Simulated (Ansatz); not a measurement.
Pyrite PtAs2, treated with BLYP (plane waves, PAW; Ansatz, an electronic-structure program).

Numerical settings: plane-wave cutoff 520 eV, 6×6×6 k mesh, Fermi–Dirac smearing 0.01 eV, scalar-relativistic PAW data made under PBE.

Energies at three volumes about the minimum:

```json
[
 {"V (Å³/atom)": "19.365", "E − E_lowest (meV/atom)": "2.82"},
 {"V (Å³/atom)": "19.761", "E − E_lowest (meV/atom)": "0.00"},
 {"V (Å³/atom)": "20.156", "E − E_lowest (meV/atom)": "2.55"}
]
```

Problem. Fit a parabola by hand: where is the minimum, what lattice constant follows, and what is the bulk modulus?

Solution. Slopes: (0.00 − 2.82)/(19.761 − 19.365) = -7.121 and (2.55 − 0.00)/(20.156 − 19.761) = 6.456 meV/Å³. Curvature E″ = 2 × (6.456 − (-7.121))/(20.156 − 19.365) = 34.329 meV/Å⁶. From the middle of the first interval, the slope vanishes at V0 = 19.5630 − (-7.121)/34.329 = 19.770 Å³/atom. B = V0 E″ = 19.770 × 34.329 meV/Å³ × 0.1602 GPa per meV/Å³ = 109 GPa. With 12 atoms in the cube, a = (12 × 19.770)^(1/3) = 6.191 Å. The full Birch–Murnaghan fit to all volumes gives V0 = 19.763 Å³/atom and B0 = 109 GPa.

Shape and atoms are relaxed at each volume.

Measured, for comparison: lattice constant a 5.967 Å (temperature not stated, no zero-point or thermal correction; as tabulated in Wikipedia's data pages).

Note: the cell is over a tenth larger than the published one: the level's own overestimate first of all, though another phase or state, or a fault of the published cell, is possible; the bulk modulus comes from volumes at which shape and atoms were relaxed.
